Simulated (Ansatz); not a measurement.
Data:

```yaml
crystal:
  lattice:
    - [0.00000, 1.80284, 1.82087]
    - [1.80284, 0.00000, 1.82087]
    - [1.80284, 1.80284, 0.00000]
  atoms:
    - { symbol: B, position: [0.00000, 0.00000, 0.00000] }
    - { symbol: N, position: [0.25000, 0.25000, 0.25000] }
```

No spin polarisation.

All numbers come from PBEsol (Ansatz, a program for electronic structure, PAW, spin-orbit coupling left out). Settings: 16×16×16 k-points, 0.05 eV Fermi–Dirac smearing.

Problem. Predict the valence-band top at Γ, band gap and gap character.

Solution. The valence-band top at Γ (three highest levels, from the VBM) is 0.00, 0.00, -0.10 eV, the band gap is 4.20 eV and the gap character is indirect, Γ → X.

The cells carry an imposed strain or load. Stability against distortions was not tested. The cell was made from BN in the zinc blende structure (space group F-43m, No. 216) by this change: uniaxial strain ε_zz = +1.00 %.
